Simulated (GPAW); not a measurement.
Band structure of CeMg6Zn (Amm2, 8 atoms in the cell).

```
CeMg6Zn
1.0
    5.17394     0.00000     0.00000
    0.00000     3.41580     5.89864
    0.00000    -3.41580     5.89864
Ce Mg Zn
1 6 1
Direct
  0.50000   0.32575   0.32575
  0.00000   0.67951   0.16225
  0.00000   0.16225   0.67951
  0.00000   0.66782   0.66782
  0.50000   0.83936   0.31978
  0.50000   0.31978   0.83936
  0.50000   0.83715   0.83715
  0.00000   0.16839   0.16839
```

Method of the run: LDA (Perdew-Wang 92), GPAW PAW datasets LDA (gpaw-data 1.0.1) (plane waves; GPAW 25.7.0).

Settings: mode = pw; ecut = 850 eV; xc = LDA; kpts = 4 3 3; mesh shift (steps) = 0 0 0; occupations.name = methfessel-paxton; occupations.width = 0.05 eV; occupations.order = 0; nbands = -14; symmetry.symmorphic = false; symmetry.tolerance = 0.0005; maxiter = 150; bandpath_npoints = 40.

The starting cell comes from a database of computed structures (which also holds hypothetical and non-ambient phases and stackings), without a prior relaxation at this level. Its lattice was rescaled by a random factor within 2.5 % of one. Spin-orbit coupling is off. Spin polarisation is off. The f electrons are in the valence without U or exact exchange, which can misplace them near the Fermi level. Spin-orbit terms, which matter for f shells, are left out.

Levels in eV from the Fermi level, bands 39 to 46:
```tsv
point	39	40	41	42	43	44	45	46
Γ	-1.54	-1.26	-0.76	-0.10	0.12	0.12	0.13	0.14
X	-0.73	-0.62	-0.34	0.02	0.03	0.05	0.17	0.17
S	-0.73	-0.43	-0.14	-0.01	0.04	0.10	0.14	0.15
R	-1.42	-1.28	-1.17	0.05	0.13	0.15	0.16	0.17
A	-2.48	-0.38	-0.27	-0.08	0.04	0.08	0.15	0.18
Z	-1.39	-1.11	-1.05	-0.96	-0.62	-0.25	0.13	0.14
Y	-0.74	-0.45	-0.31	0.04	0.05	0.13	0.14	0.15
X1	-0.73	-0.62	-0.34	0.02	0.03	0.05	0.17	0.17
A1	-2.48	-0.38	-0.27	-0.08	0.04	0.08	0.15	0.18
T	-1.90	-1.32	-1.12	0.07	0.13	0.14	0.14	0.17
```

Bands cross the Fermi level along this path, so the cell is metallic at this level.
